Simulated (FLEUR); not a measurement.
Band structure of Au (Fm-3m, 1 atom in the cell).

```
Au
1.0
    0.00000     2.04000     2.04000
    2.04000     0.00000     2.04000
    2.04000     2.04000     0.00000
Au
1
Direct
  0.00000   0.00000   0.00000
```

Method of the run: PBE, all-electron FLAPW (FLEUR), scalar-relativistic valence.

Settings: Kmax = 4 1/bohr; GmaxXC = 14 1/bohr; xcFunctional = pbe; jspins = 1; l_soc = F; mode = hist; fermiSmearingEnergy = 0.00367493 Htr; mesh (inpgen div1-3) = 18 18 18; inpgen gamma flag = true; Gmax = 14 1/bohr; numbands = 0; maxIterBroyd = 99; imix = Anderson; alpha = 0.05.

The starting cell has typed, rounded lattice constants, without a prior relaxation at this level. Spin-orbit coupling is off. Values depend on the basis (sphere radii, cutoffs, local orbitals), which need not be converged.

Levels in eV from the Fermi level, bands 5 to 12:
```csv
point,5,6,7,8,9,10,11,12
Γ,-4.70,-4.70,-4.70,-3.17,-3.17,14.49,18.52,18.52
X,-6.78,-2.01,-1.64,-1.64,1.03,5.84,10.05,10.05
W,-5.17,-5.17,-3.33,-1.63,4.78,6.34,6.34,9.48
K,-5.85,-3.84,-2.89,-2.09,3.89,4.71,7.49,12.67
L,-4.74,-4.74,-1.96,-1.96,-0.96,3.12,13.95,17.19
U,-5.85,-3.84,-2.89,-2.09,3.89,4.71,7.49,12.67
```
